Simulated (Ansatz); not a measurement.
# Smallest direct gap on the k points sampled of Si3N4 (model structure, started from the spinel Si type, Fd-3m, No. 227, 14 atoms in the cell) at several levels of theory

No measured value is used here.

```csv
level (code),value (eV),cell (Å³/atom)
LDA (Ansatz),3.39,8.13
PBE (Ansatz),3.38,8.44
r²SCAN+rVV10 (Ansatz),4.03,8.22
PBE0 (Ansatz),___,8.29
G0W0@PBEsol (Ansatz),5.23,8.29
```

Problem. Complete the blanks.

Solution. 
- PBE0 (Ansatz, a program for electronic structure), value (eV): 5.52

Computed values are for a static lattice.  Values are at the level's own relaxed cell; PBE0 at the PBEsol cell; G0W0@PBEsol at the PBEsol cell. Cutoffs and k meshes differ between the levels. Ansatz's density-functional and Hartree–Fock values are scalar-relativistic unless marked +SOC, with PAW data made under PBE.

A model structure was made by putting elements into a prototype or built by hand; it is no filed structure, need not be a known phase, and can be a saddle point held by its symmetry.
